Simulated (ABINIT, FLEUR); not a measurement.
A FLEUR input for a self-consistent single point of PtAu (R-3m, 2 atoms in the cell) (DFT, LDA (Vosko-Wilk-Nusair), all-electron FLAPW (FLEUR), scalar-relativistic valence):

Input of the input generator:

```
PtAu crystal
&input film=f /
2.6638527475 1.5379761008 8.9826373889
-2.6638527475 1.5379761008 8.9826373889
0.0000000000 -3.0759522017 8.9826373889
1.0
1.0 1.0 1.0

2
78 0.5000000000 0.5000000000 0.5000000000
79 0.0000000000 0.0000000000 0.0000000000

&comp jspins=1 /
&exco xctyp='vwn' /
&kpt div1=11 div2=11 div3=11 /
&end /
```

```xml
<?xml version="1.0" encoding="UTF-8" standalone="no"?>
<fleurInput fleurInputVersion="0.39">
   <comment>
      PtAu crystal                                                                                        
   </comment>
   <calculationSetup>
      <cutoffs Kmax="4.0" Gmax="16.0" GmaxXC="16.0" numbands="0"/>
      <scfLoop itmax="60" minDistance="0.00001" maxIterBroyd="99" imix="Anderson" alpha="0.05" precondParam="0.0" spinf="2.0"/>
      <coreElectrons ctail="T" frcor="F" kcrel="0" coretail_lmax="0"/>
      <xcFunctional name="vwn" relativisticCorrections="F"/>
      <magnetism jspins="1"/>
      <soc l_soc="F" theta="0.0" phi="0.0" spav="F"/>
      <expertModes spex="0" secvar="F"/>
      <geometryOptimization l_f="T" forcealpha="1.0" forcemix="BFGS" epsdisp="0.00001" epsforce="0.00001"/>
      <ldaU l_linMix="F" mixParam="0.05" spinf="1.0"/>
   </calculationSetup>
   <cell>
      <bzIntegration valenceElectrons="33.0" mode="hist" fermiSmearingEnergy="0.00183747">
         <kPointListSelection listName="default-1"/>
         <!-- k-points included here -->
         <xi:include xmlns:xi="http://www.w3.org/2001/XInclude" href="kpts.xml"> </xi:include>
      </bzIntegration>
      <!-- symmetry operations included here -->
      <xi:include xmlns:xi="http://www.w3.org/2001/XInclude" href="sym.xml"> </xi:include>
      <bulkLattice scale="1.0">
         <bravaisMatrix>
            <row-1>    2.6638527475000000     1.5379761007999999     8.9826373889000006</row-1>
            <row-2>   -2.6638527475000000     1.5379761007999999     8.9826373889000006</row-2>
            <row-3>    0.0000000000000000    -3.0759522016999998     8.9826373889000006</row-3>
         </bravaisMatrix>
      </bulkLattice>
   </cell>
   <atomSpecies>
      <species name="Platinum (Pt)" element="Pt" atomicNumber="78">
         <mtSphere radius="2.44" gridPoints="859" logIncrement="0.016"/>
         <atomicCutoffs lmax="10" lnonsphr="8"/>
         <electronConfig flipSpins="F">
            <coreConfig>(1s1/2) (2s1/2) (2p1/2) (2p3/2) (3s1/2) (3p1/2) (3p3/2) (4s1/2) (3d3/2) (3d5/2) (4p1/2) (4p3/2) (5s1/2) (4d3/2) (4d5/2) (4f5/2) (4f7/2)</coreConfig>
            <valenceConfig>(5p1/2) (5p3/2) (6s1/2) (5d3/2) (5d5/2)</valenceConfig>
            <stateOccupation state="(6s1/2)" spinUp="0.5" spinDown="0.5"/>
            <stateOccupation state="(5d3/2)" spinUp="1.8" spinDown="1.8"/>
            <stateOccupation state="(5d5/2)" spinUp="2.7" spinDown="2.7"/>
         </electronConfig>
         <energyParameters s="6" p="6" d="5" f="5"/>
         <lo type="SCLO" l="1" n="5" eDeriv="0"/>
      </species>
      <species name="Gold (Au)" element="Au" atomicNumber="79">
         <mtSphere radius="2.44" gridPoints="859" logIncrement="0.016"/>
         <atomicCutoffs lmax="10" lnonsphr="8"/>
         <electronConfig flipSpins="F">
            <coreConfig>(1s1/2) (2s1/2) (2p1/2) (2p3/2) (3s1/2) (3p1/2) (3p3/2) (4s1/2) (3d3/2) (3d5/2) (4p1/2) (4p3/2) (5s1/2) (4d3/2) (4d5/2) (4f5/2) (4f7/2)</coreConfig>
            <valenceConfig>(5p1/2) (5p3/2) (6s1/2) (5d3/2) (5d5/2)</valenceConfig>
            <stateOccupation state="(6s1/2)" spinUp="0.5" spinDown="0.5"/>
         </electronConfig>
         <energyParameters s="6" p="6" d="5" f="5"/>
         <lo type="SCLO" l="1" n="5" eDeriv="0"/>
         <lo type="HELO" l="2" n="6" eDeriv="0"/>
      </species>
   </atomSpecies>
   <atomGroups>
      <atomGroup species="Platinum (Pt)">
         <relPos label="                   1">1.000/2.000 1.000/2.000 1.000/2.000</relPos>
         <force calculate="T" relaxXYZ="TTT"/>
      </atomGroup>
      <atomGroup species="Gold (Au)">
         <relPos label="                   2">.0000000000 .0000000000 .0000000000</relPos>
         <force calculate="T" relaxXYZ="TTT"/>
      </atomGroup>
   </atomGroups>
   <output dos="F" band="F" slice="F">
      <checks vchk="F" cdinf="F"/>
      <bandDOS minEnergy="-.5*Htr" maxEnergy="0.5*Htr" sigma="0.015" storeEVData="T"/>
      <vacuumDOS vacdos="F" integ="F" star="F" nstars="0" locx1="0.0" locy1="0.0" locx2="0.0" locy2="0.0" nstm="0" tworkf="0.0"/>
      <unfoldingBand unfoldBand="F" supercellX="1" supercellY="1" supercellZ="1"/>
      <plotting iplot="0" polar="F">
         <plot TwoD="T" vec1="  1.0  0.0  0.0" vec2="  0.0  1.0  0.0" vec3="  0.0  0.0  1.0" zero="  0.0  0.0  0.0" file="plot"/>
      </plotting>
      <chargeDensitySlicing numkpt="0" minEigenval="0.0" maxEigenval="0.0" nnne="0" pallst="F"/>
      <specialOutput eonly="F"/>
      <magneticCircularDichroism mcd="F" energyLo="-10.0" energyUp="0.0"/>
   </output>
  <!-- We include the file relax.xml here to enable relaxations (see documentation) -->
  <xi:include xmlns:xi="http://www.w3.org/2001/XInclude" href="relax.xml"> <xi:fallback/> </xi:include>
</fleurInput>
```

Write the same calculation as an input for ABINIT.

This is the input that was run; spellings and numerical settings could be chosen otherwise.

```
# PtAu, JTH v2.0 LDA PAW
pp_dirpath "./"
pseudos "Pt.LDA_PW-JTH.xml, Au.LDA_PW-JTH.xml"
acell 9.4946962251 9.4946962251 9.4946962251
rprim
         0.2805621880    0.1619826548    0.9460689606
        -0.2805621880    0.1619826548    0.9460689606
         0.0000000000   -0.3239653096    0.9460689606
natom 2
ntypat 2
znucl 78 79
typat 1 2
xred
         0.5000000000    0.5000000000    0.5000000000
         0.0000000000    0.0000000000    0.0000000000
ecut 26 Ha
pawecutdg 52 Ha
occopt 3
tsmear 0.05 eV
nband 16
kptopt 1
ngkpt 11 11 11
nshiftk 1
shiftk 0 0 0
nstep 100
tolvrs 1.0e-12
prtwf 0
prtden 0
prtvol 1
enunit 2
```

Basis, cutoffs, solver keys and any potentials are the target program's own. This input uses DFT, LDA (PW92), plane waves, PAW (JTH v2.0 LDA PAW). LDA parametrisations can differ slightly between programs.

The starting cell comes from a database of computed structures (which also holds hypothetical and non-ambient phases and stackings), without a prior relaxation at this level.
